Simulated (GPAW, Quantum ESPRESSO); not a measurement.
A Quantum ESPRESSO input for a self-consistent single point of CrClO (Pmmn, 6 atoms in the cell) (DFT, LDA (PW92), plane waves, PseudoDojo standard norm-conserving (LDA) pseudopotentials):

```fortran
&CONTROL
   calculation = 'scf'
   prefix = 'CrClO'
   outdir = './work'
   pseudo_dir = './'
   verbosity = 'high'
   tprnfor = .true.
   tstress = .true.
/
&SYSTEM
   ibrav = 0
   nat = 6
   ntyp = 3
   ecutwfc = 95
   occupations = 'smearing'
   smearing = 'fermi-dirac'
   degauss = 0.000734986
   nspin = 2
   starting_magnetization(1) = 0.214
/
&ELECTRONS
   conv_thr = 1.0d-10
   mixing_beta = 0.4
/
ATOMIC_SPECIES
Cr    51.9961  Cr.upf
Cl    35.4500  Cl.upf
O     15.9990  O.upf
CELL_PARAMETERS {angstrom}
   3.08563700     0.00000000     0.00000000
   0.00000000     3.73996900     0.00000000
   0.00000000     0.00000000     7.69209600
ATOMIC_POSITIONS {angstrom}
Cr    0.00000000    0.00000000    0.81566986
Cr    1.54281850    1.86998450    6.87642614
Cl    0.00000000    1.86998450    5.24154806
Cl    1.54281850    0.00000000    2.45054794
O     1.54281850    0.00000000    7.29072243
O     0.00000000    1.86998450    0.40137357
K_POINTS {automatic}
5 4 2  0 0 0
```

Question: Translate this input to GPAW.

Answer: This is the input that was run; spellings and numerical settings could be chosen otherwise.

```python
from ase import Atoms
from ase.units import GPa
from gpaw import GPAW, PW, FermiDirac

atoms = Atoms(['Cr', 'Cr', 'Cl', 'Cl', 'O', 'O'],
              cell=[[3.085637, 0.000000, 0.000000],
                    [0.000000, 3.739969, 0.000000],
                    [0.000000, 0.000000, 7.692096]],
              positions=[[0.000000, 0.000000, 0.815670],
                         [1.542819, 1.869984, 6.876426],
                         [0.000000, 1.869984, 5.241548],
                         [1.542819, 0.000000, 2.450548],
                         [1.542819, 0.000000, 7.290722],
                         [0.000000, 1.869984, 0.401374]],
              pbc=True)

atoms.set_initial_magnetic_moments([3.0, 3.0, 0.0, 0.0, 0.0, 0.0])

calc = GPAW(spinpol=True,
            mode=PW(900),
            xc='LDA',
            kpts={'size': (5, 4, 2), 'gamma': True},
            occupations=FermiDirac(0.01),
            nbands=-4,
            convergence={'density': 1e-05, 'energy': 1e-05, 'bands': -2},
            symmetry={'symmorphic': False, 'tolerance': 0.0005},
            maxiter=150,
            txt='-')

atoms.calc = calc

energy = atoms.get_potential_energy()
print('Energy (eV):', round(energy, 6))
forces = atoms.get_forces()
print('Forces (eV/Ang):')
print(forces.round(5))
stress = atoms.get_stress()
print('Stress (GPa, Voigt):', (stress / GPa).round(4))
```

Basis, cutoffs, solver keys and any potentials are the target program's own. This input uses DFT LDA (Perdew-Wang 92), plane waves, GPAW PAW datasets LDA (gpaw-data 1.0.1). LDA parametrisations can differ slightly between programs.

The starting cell comes from a database of computed structures (which also holds hypothetical and non-ambient phases and stackings), without a prior relaxation at this level. Its lattice was rescaled by a random factor within 2.5 % of one. For this run, on top of that: lattice scaled by 0.98.
